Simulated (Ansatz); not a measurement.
**H2O on the 1x1 (111) surface of fcc Cu, one in a 2x2 cell, started at the site 'bridge Cu-Cu (span 2.6 Å)'**

Level of theory: r2SCAN, at the PBE geometry (plane waves to 500 eV, PAW; Ansatz, a first-principles code).

Slab: 19 atoms, 6.2 Å thick at the start under the adsorbate (thin: gaps and levels are the slab's own); k 6x6x1, smearing 0.1 eV, dipole-corrected; single point; no symmetry held, on the structure that PBE left; no spin, no spin-orbit, no U, no dispersion correction. At the end no host atom lies within bonding distance. In PBE it is, or lies within 0.03 eV of, the lowest of the starts that converged; the order may differ at this level.

```yaml
adsorption energy against H2O(g) at the same level: -0.26 eV
work_function_of_the_top_face: 4.15 eV
change_of_the_work_function: -0.66 eV
change_of_the_step_from_the_bottom_to_the_top_vacuum_level_against_the_clean_slab: -0.65 eV
height of the binding atom over the mean of the host atoms within 0.3 Å of the top one: 2.582 Å
nearest_host_atoms_of_the_binding_atom: Cu at 2.51 Å, Cu at 3.53 Å, Cu at 3.54 Å
note: in the relaxation the adsorbate left its starting site by 1.1 Å
cost: roughly 11 core-minutes
```

A negative adsorption energy means that the adsorbate is more stable on the surface than in its reference.
